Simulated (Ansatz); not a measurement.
The structure below was relaxed with Kohn–Sham DFT with the r2SCAN functional, run in Ansatz (an electronic-structure program) with PAW and 500 eV plane waves, no spin-orbit coupling, earlier PAW set.

Space group P6₃/mmc (No. 194); a = 2.817 Å, b = 2.817 Å, c = 4.655 Å, α = 90.00°, β = 90.00°, γ = 120.00°

```
atom  site  symmetry       x       y       z
----  ----  --------  ------  ------  ------
Al      2d      -6m2  0.6667  0.3333  0.2500
```

Task: Write out a cell with all atoms.

Result: 
```cif
data_Al2
_chemical_formula_sum 'Al2'
_space_group_name_H-M_alt 'P 1'
_space_group_IT_number 1
_cell_length_a 2.81700
_cell_length_b 2.81700
_cell_length_c 4.65483
_cell_angle_alpha 90.000
_cell_angle_beta 90.000
_cell_angle_gamma 120.000
loop_
_space_group_symop_operation_xyz
  'x, y, z'
loop_
_atom_site_label
_atom_site_type_symbol
_atom_site_fract_x
_atom_site_fract_y
_atom_site_fract_z
_atom_site_occupancy
Al1 Al 0.33333 0.66667 0.75000 1
Al2 Al 0.66667 0.33333 0.25000 1
```
This is the conventional cell.

No phonon test of stability was made. The cell was made from Mg by this change: Mg → Al; the result is a model cell, its experimental status unchecked. This is not the structure that Al has at room temperature and ambient pressure.
